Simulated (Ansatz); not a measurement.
Sr₂SnO₄ (I4/mmm, No. 139), treated with PBE0 (PAW; Ansatz, a first-principles code).

Settings: plane-wave cutoff 460 eV, 8×8×8 k mesh, Fermi–Dirac smearing 0.01 eV, scalar-relativistic PAW data made under PBE.

Cell (relaxed with PBEsol):

```xyz
7
Lattice="-2.0291 2.0291 6.2608 2.0291 -2.0291 6.2608 2.0291 2.0291 -6.2608" Properties=species:S:1:pos:R:3 pbc="T T T"
Sr     0.0000     0.0000     8.0890
Sr     0.0000     0.0000     4.4326
Sn     0.0000     0.0000     0.0000
O      0.0000     0.0000    10.4612
O      0.0000     0.0000     2.0604
O      0.0000     2.0291     0.0000
O      2.0291     0.0000     0.0000
```

Question: Estimate the band gap and smallest direct gap on the k points sampled that the calculation returns.

Answer: 
- band gap = 5.27 eV (on the SCF k mesh)
- smallest direct gap on the k points sampled = 5.65 eV

Note: cell and atoms aren't relaxed at this level.

Spin–orbit coupling is not included.

The computed numbers hold no vibrational or temperature effects.

The result took around 14 core-minutes (rough).
